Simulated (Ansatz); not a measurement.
System: cubic perovskite KZnF3. Method: LDA (Ansatz, a quantum-chemistry and plane-wave program, PAW).

Numerical settings: plane-wave cutoff 520 eV, 8×8×8 k mesh, Fermi–Dirac smearing 0.01 eV, scalar-relativistic PAW data made under PBE.

Cell (measured lattice):

```cif
data_F3KZn
_chemical_formula_sum 'K1 Zn1 F3'
_space_group_name_H-M_alt 'Pm-3m'
_space_group_IT_number 221
_space_group_name_Hall '-P 4 2 3'
_cell_length_a 4.05500
_cell_length_b 4.05500
_cell_length_c 4.05500
_cell_angle_alpha 90.000
_cell_angle_beta 90.000
_cell_angle_gamma 90.000
loop_
_atom_site_label
_atom_site_type_symbol
_atom_site_symmetry_multiplicity
_atom_site_Wyckoff_symbol
_atom_site_fract_x
_atom_site_fract_y
_atom_site_fract_z
_atom_site_occupancy
K1 K 1 a 0.00000 0.00000 0.00000 1
Zn1 Zn 1 b 0.50000 0.50000 0.50000 1
F1 F 3 c 0.00000 0.50000 0.50000 1
```

Problem. Give the computed band gap and smallest direct gap on the k points sampled.

Solution. 
- band gap = 3.62 eV (indirect)
- smallest direct gap on the k points sampled = 5.39 eV

Note: cell and atoms aren't relaxed at this level (pressure -5.1 GPa).
